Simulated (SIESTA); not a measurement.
A self-consistent single point of CsScW2O8 (C2/m, 12 atoms in the cell) with SIESTA.

Method: GGA PBEsol+U, numerical atomic orbitals DZP, PseudoDojo PBEsol standard norm-conserving potentials (rewritten from UPF to PSML) run with SIESTA.

```
CsSc(WO4)2
1.0
    4.83010    -2.99973     0.00000
    4.83010     2.99973     0.00000
   -0.64498     0.00000     8.78987
Cs Sc W O
1 1 2 8
Direct
  0.00000   0.00000   0.50000
  0.00000   0.00000   0.00000
  0.36735   0.36735   0.19149
  0.63265   0.63265   0.80851
  0.31885   0.31885   0.38180
  0.68115   0.68115   0.61820
  0.21812   0.72284   0.16535
  0.78188   0.27716   0.83465
  0.27716   0.78188   0.83465
  0.72284   0.21812   0.16535
  0.21530   0.21530   0.05728
  0.78470   0.78470   0.94272
```

Reference input (self-consistent single point, DFT, GGA PBEsol, numerical atomic orbitals DZP, PseudoDojo PBEsol standard norm-conserving potentials (rewritten from UPF to PSML)): XC.functional = GGA; XC.authors = PBEsol; potentials = PseudoDojo PBEsol standard; PAO.BasisSize = DZP; PAO.EnergyShift = 0.01 Ry; MeshCutoff = 350 Ry; kgrid.MonkhorstPack = 3 3 2; OccupationFunction = MP; OccupationMPOrder = 0; ElectronicTemperature = 0.02 eV; MaxSCFIterations = 150; SCF.Mixer.Method = Pulay. This run's input differs from it in these lines:

```diff
@@ -47,2 +47,11 @@
 ElectronicTemperature        0.02 eV
+DFTU.ProjectorGenerationMethod 2
+DFTU.CutoffNorm              0.9
+DFTU.FirstIteration          true
+%block DFTU.proj
+  Sc 1
+  n=3 2
+  3.00 0.00
+  0.00 0.00
+%endblock DFTU.proj
```

Output, abridged:

```
        iscf     Eharris(eV)        E_KS(eV)     FreeEng(eV)     dDmax    Ef(eV) dHmax(eV)
   scf:    1    -9541.927462    -9622.509765    -9622.509765  1.823322 -7.023276 22.012154
   scf:    2    -9667.598702    -9646.807776    -9646.807776  0.079088 -3.394648 15.453340
   scf:    3    -9658.756965    -9666.147726    -9666.147726  0.208964 -3.953212  3.980570
   scf:    4    -9666.403762    -9667.693978    -9667.693978  0.071208 -5.859306  2.910500
   scf:    5    -9667.915387    -9667.856005    -9667.856005  0.028396 -6.088548  2.562934
   scf:    6    -9668.554502    -9668.375816    -9668.375816  0.032431 -6.602794  0.379917
   [... lines left out ...]
hubbard_term: recalculating local occupations   10
hubbard_term: maximum change in local occup.    0.000707
   scf:   16    -9668.228167    -9668.228163    -9668.228163  0.000162 -6.704839  0.002152
hubbard_term: recalculating local occupations   11
hubbard_term: maximum change in local occup.    0.000738
   scf:   17    -9668.228112    -9668.228112    -9668.228112  0.000090 -6.704569  0.001205
hubbard_term: recalculating local occupations   12
hubbard_term: maximum change in local occup.    0.000719
   scf:   18    -9668.228148    -9668.228148    -9668.228148  0.000096 -6.704659  0.000708
SCF Convergence by DM+H criterion
max |DM_out - DM_in|         :     0.0000959271
max |H_out - H_in|      (eV) :     0.0007077910
DFT+U population converged by dTol_pop criteria:
max |pop(DFT+U)_i - pop(DFT+U)_j|:     0.0007191085
SCF cycle converged after 18 iterations

Using DM_out to compute the final energy and forces
hubbard_term: recalculating local occupations   13
hubbard_term: maximum change in local occup.    0.000719
hubbard_term: recalculating Hamiltonian and forces

siesta: E_KS(eV) =            -9668.2296

siesta: E_KS - E_eggbox =     -9668.2296

siesta: Atomic forces (eV/Ang):
     1   -0.000000    0.000000   -0.000000
     2    0.000000    0.000000   -0.000000
     3   -0.030205    0.000000   -0.402597
     4    0.030205   -0.000000    0.402597
     5    0.270345   -0.000000   -0.721611
   [... lines left out ...]
siesta: FreeEng =     -9668.229630
siesta: Cell volume =        254.712034 Ang**3
siesta:         -43.86279347        -14.22745898  kBar
   [... lines left out ...]
     1     0.516664    8.483336  Cs
     2     0.741639   10.258361  Sc
     3     1.300341   12.699659  W
     4     1.300341   12.699659  W
     5    -0.426232    6.426232  O
     6    -0.426232    6.426232  O
     7    -0.515089    6.515089  O
     8    -0.515089    6.515089  O
     9    -0.515089    6.515089  O
    10    -0.515089    6.515089  O
    11    -0.473082    6.473082  O
    12    -0.473082    6.473082  O
 Total    -0.000000
```

The run converged in 18 iterations. Against the reference run the pressure goes from -5.49 to -4.39 GPa, the largest force goes from 0.772 to 1.036 eV/Å and the gap on the mesh goes from 3.626 to 3.873 eV.

The starting cell comes from a database of computed structures (which also holds hypothetical and non-ambient phases and stackings), without a prior relaxation at this level. Spin-orbit coupling is off. Spin polarisation is off. The U value is a test value, and with U on an open shell several self-consistent states can exist. Values carry the incompleteness of an atom-centred basis. The basis of the alkali or alkaline-earth atoms may lack their empty d shell, which can raise the gap. With a pressure of about -4 GPa the cell is away from its equilibrium volume at this level. Forces in this geometry exceed 1 eV/Å.

Cost on one core of a shared machine: roughly 2 min.
